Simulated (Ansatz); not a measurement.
System: SrZrO3 (Pnma, No. 62). Method: PBEsol+SOC in Ansatz (plane waves, PAW).

Settings: plane-wave cutoff 520 eV, 6×4×6 k mesh (along the axes of the cell as run), Fermi–Dirac smearing 0.01 eV, PAW data made under PBE.

Cell (relaxed with PBEsol):

```cif
data_O12Sr4Zr4
_chemical_formula_sum 'Sr4 Zr4 O12'
_space_group_name_H-M_alt 'Pnma'
_space_group_IT_number 62
_space_group_name_Hall '-P 2ac 2n'
_cell_length_a 5.81550
_cell_length_b 8.16153
_cell_length_c 5.75747
_cell_angle_alpha 90.000
_cell_angle_beta 90.000
_cell_angle_gamma 90.000
loop_
_atom_site_label
_atom_site_type_symbol
_atom_site_symmetry_multiplicity
_atom_site_Wyckoff_symbol
_atom_site_fract_x
_atom_site_fract_y
_atom_site_fract_z
_atom_site_occupancy
Sr1 Sr 4 c 0.03309 0.25000 0.49234 1
Zr1 Zr 4 a 0.00000 0.00000 0.00000 1
O1 O 8 d 0.28629 0.04122 0.21351 1
O2 O 4 c 0.02054 0.75000 0.07785 1
```

Question: Predict the band gap and smallest direct gap on the k points sampled.

Answer: 
- band gap = 3.74 eV (indirect)
- smallest direct gap on the k points sampled = 3.77 eV

Static lattice: no zero-point or thermal effects.

Ansatz is a quantum-chemistry and plane-wave program.
